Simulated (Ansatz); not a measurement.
Input and output of a relaxation of cell and atoms for KBr (Fm-3m, 2 atoms in the cell) (Ansatz, a quantum-chemistry and plane-wave program).

Method: PBE, PAW files (plane waves; Ansatz).

```xyz
2
Lattice="0.0000 3.2342 3.2342 3.2342 0.0000 3.2342 3.2342 3.2342 0.0000" Properties=species:S:1:pos:R:3 pbc="T T T"
K      0.0000     0.0000     0.0000
Br     3.2342     3.2342     3.2342
```

Reference input (self-consistent single point, DFT, PBE, plane waves, PAW files): kpoints.mp_grid.grid = 6 6 6; hamiltonian.xc = pbe; hamiltonian.pseudopotentials = {kind: paw} (the program's default PAW files); scf.occupations.method = fermi_dirac; scf.occupations.width = 0.0015 Ry. This run's input differs from it in these lines:

Ansatz 0.2 input:
```diff
@@ -8,2 +8,4 @@
     - { symbol: Br, position: [0.50000000, 0.50000000, 0.50000000] }
+basis:
+  ecutwfc: 43.4 Ry
 kpoints:
@@ -20,2 +22,4 @@
     width: 0.0015 Ry
+relax:
+  cell: {}
 output:
```

Log, with long lists cut:

```
   [... SCF lines of the steps left out ...]
relax step   1: F+E_penalty+E_count = -4324.47814381 eV  Δ(F+E_penalty+E_count) = +0.000e0 eV  max|allowed force component| = 9.269e-30 eV/Å  Δτ_max = 0.0000 Å  P = +1.885 GPa  Ω = 67.663 Å³  (7 SCF iters, dr2 threshold 1.00e-7 eV, accepted)
relax step   2: F+E_penalty+E_count = -4324.50998543 eV  Δ(F+E_penalty+E_count) = -3.184e-2 eV  max|allowed force component| = 3.501e-30 eV/Å  Δτ_max = 0.0000 Å  P = +0.795 GPa  Ω = 71.551 Å³  energy of the carried Pulay correction = -1.073e-5 eV  [...]
relax step   3: F+E_penalty+E_count = -4324.51873048 eV  Δ(F+E_penalty+E_count) = -8.745e-3 eV  max|allowed force component| = 6.048e-30 eV/Å  Δτ_max = 0.0000 Å  P = +0.128 GPa  Ω = 74.680 Å³  energy of the carried Pulay correction = -1.895e-5 eV  [...]
relax step   4: F+E_penalty+E_count = -4324.51900385 eV  Δ(F+E_penalty+E_count) = -2.734e-4 eV  max|allowed force component| = 5.538e-30 eV/Å  Δτ_max = 0.0000 Å  P = +0.012 GPa  Ω = 75.313 Å³  energy of the carried Pulay correction = -2.056e-5 eV  [...]
relax step   5: F+E_penalty+E_count = -4324.51902376 eV  Δ(F+E_penalty+E_count) = -1.991e-5 eV  max|allowed force component| = 4.996e-30 eV/Å  Δτ_max = 0.0000 Å  P = +0.012 GPa  Ω = 75.313 Å³  stress off target by 1.19e-2 GPa  SCF on the basis [...]
basis re-selected at this cell: Δ(F+E_penalty+E_count) = -1.991e-5 eV, ΔP = +0.000 GPa vs the last step
the relaxation is at rest under the 48 symmetry operations that the run kept from its start: a minimum is not shown …
Stability not checked: this state was not tested for a lower state beside it, because too few of the mixer's solves of this state at the end of the SCF gave a …
Free energy (F): -4324.519024 eV
Internal energy: -4324.519024 eV  (E = F + TS)
   [... lines left out ...]
Fermi energy:    2.939133 eV
   [... lines left out ...]
to start a new deck from the relaxed geometry:
  cell:  # Å, volume = 75.3131 Å³
    - [-5.4775249353627595e-34, 3.351816609491472, 3.351816609491472]
    - [3.351816609491472, -1.1719355675659856e-33, 3.351816609491472]
    - [3.351816609491472, 3.351816609491472, -4.9679877320732e-34]
  atoms:
    - { symbol: K, position: [4.342038858483371e-36, -1.302611657530118e-35, -8.063786451386592e-36] }
    - { symbol: Br, position: [0.5, 0.5, 0.5] }
```

The run converged. 

Summary of the result:
| Property | Value |
|---|---|
| Free energy E − TS (on the zero of these files) | -4324.5190 eV |
| Top of the valence band (on the code's own zero) | 0.77 eV |
| Gap on the k-point mesh | 4.31 eV |
| Pressure | 0.01 GPa |
| Final cell | a = 4.740 Å, b = 4.740 Å, c = 4.740 Å, α = 60.00°, β = 60.00°, γ = 60.00° |
| Final volume per atom | 37.66 Å³ |
| Relaxation steps | 5 |

The starting cell comes from a database of computed structures (which also holds hypothetical and non-ambient phases and stackings), without a prior relaxation at this level. Its lattice was rescaled by a random factor within 2.5 % of one. The relaxation keeps the symmetry of its start, so its end need not be a minimum. Ansatz's pressure includes its estimate of the finite-basis (Pulay) stress.
